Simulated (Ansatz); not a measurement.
Consider InHO2 (space group Pmn2_1, No. 31; a = 3.2918 Å, b = 4.5634 Å, c = 5.2942 Å).

The values are results of PBEsol, PAW, 420 eV (Ansatz, a program for electronic structure; no spin-orbit coupling), not measurements.

Before the change:

```
Property                               Value
---------------------  ---------------------
Volume per atom                      9.94 Å³
Valence-band top at Γ  0.00, -0.01, -0.03 eV
Gap character                    direct at Γ
Band gap                             1.99 eV
```

Perturbation: a negative pressure, −1 GPa.

Question: Predict the new volume per atom.

Answer: The volume per atom grows by 0.08 Å³ (9.94 Å³ → 10.02 Å³).

Question: What happens to the valence-band top at Γ?

Answer: The valence-band top at Γ (three highest levels, from the VBM) becomes 0.00, -0.02, -0.03 eV (base: 0.00, -0.01, -0.03 eV).

Question: What happens to the gap character?

Answer: The gap character stays direct at Γ.

Question: Predict the new band gap.

Answer: The band gap falls by 0.052 eV, from 1.99 eV to 1.93 eV.

Load acts through the strain it causes; cell and atoms are relaxed under it. Stability against distortions was not tested.
